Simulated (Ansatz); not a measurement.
The parent structure is WSi2 (space group I4/mmm, No. 139; a = 3.202 Å, c = 7.818 Å; relaxed with 0.1 eV smearing).

Method: PBEsol, PAW, 420 eV (Ansatz, a first-principles code; scalar-relativistic without spin-orbit coupling).

Strains are applied to the cell and any free atomic positions relax.

One change was made to it. Results:

| quantity | base | after |
|---|---|---|
| pressure (mean of the normal stresses, compression positive) | 0.0 GPa | 16.1 GPa |
| energy relative to the base (free energy F) | 0 meV/atom | +37 meV/atom |
| band gap | zero | zero |

Q: What was done to the base?
(A) isotropic strain +1.50 %
(B) isotropic strain −1.50 %
(C) isotropic strain +2.00 %
(D) isotropic strain −0.50 %
(E) isotropic strain −2.00 %

A: E, isotropic strain −2.00 %. For comparison, the energy relative to the base in the other runs: isotropic strain −1.50 % gives +21 meV/atom; isotropic strain +1.50 % gives +19 meV/atom; isotropic strain −0.50 % gives +2.2 meV/atom; isotropic strain +2.00 % gives +33 meV/atom.

Whether these cells are dynamically stable was not tested. The final runs are not spin-polarised.
